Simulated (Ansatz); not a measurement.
# A computed series for BaHfO3: response to strain

Start from BaHfO3 in the cubic perovskite structure (space group Pm-3m, No. 221; a = 4.158 Å).

Strains are applied to the cell and any free atomic positions relax.

Computed with PBEsol (Ansatz, an electronic-structure program), without spin-orbit coupling.

```json
[
 {"isotropic strain (%)": "0", "band gap (eV)": "3.58"},
 {"isotropic strain (%)": "0.6", "band gap (eV)": "?"},
 {"isotropic strain (%)": "1.2", "band gap (eV)": "3.51"},
 {"isotropic strain (%)": "1.8", "band gap (eV)": "3.48"},
 {"isotropic strain (%)": "2.4", "band gap (eV)": "3.44"},
 {"isotropic strain (%)": "3", "band gap (eV)": "3.41"}
]
```

Task: Fit E_g = E₀ + Dε (ε in %) to the rows shown and predict the withheld row.

Result: Least squares on the printed values gives E₀ = 3.58 eV, D = -57.0 meV per % of strain (largest residual 0.00 eV); this predicts 3.55 eV, and the run gives 3.55 eV, in agreement.

Spin-orbit coupling, missing from the scalar runs, can matter with Hf. Stability against distortions was not tested.
